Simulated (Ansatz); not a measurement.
Si vacancy + N on the C site + N on the C site (V_Si+N_C+N_C) in 4H silicon carbide (start: the Si(k) site; C(h) 1.89 Å away; C(h) 1.89 Å away; 96-site cell, 2×2×2 shifted sampling). Calculation: PBE, PAW (plane waves to 420 eV; Ansatz, a first-principles code). Total energies of the localised charge states, counted from that of charge 0, and their image corrections (point charge with alignment); the host's valence-band maximum lies at 9.362 eV on the cells' energy zero and its gap is 2.23 eV.

| charge | moment (μB) | E − E(first) (eV) | correction (eV) |
|---|---|---|---|
| 0 | 2.0 | 0.000 | 0.000 |
| −1 | 1.0 | 9.808 | 0.410 |

Question: Derive the transition levels above the valence-band maximum and say which of them are thermodynamic.

Answer: A level is the Fermi energy at which two charges have equal formation energy: ε(q/q′) = [E(q′) + corr(q′) − E(q) − corr(q)] / (q − q′) − E_VBM.
ε(0/−1) = [(9.808 + 0.410) − (0.000 + 0.000)] / 1 − 9.362 = 0.86 eV
Thermodynamic levels at least 0.1 eV inside the gap: (0/−1) at 0.86 eV. They hold to tenths of an eV in this cell. Charges with a result: +1, 0, −1. Others weren't obtained, and one of them could lie lower, also by skipping a charge. Charge +1 has its level within 0.1 eV of a band edge or past it. The geometries come from one start. Flagged in the runs: a host whose relaxation on this sampling wasn't shown to rest.
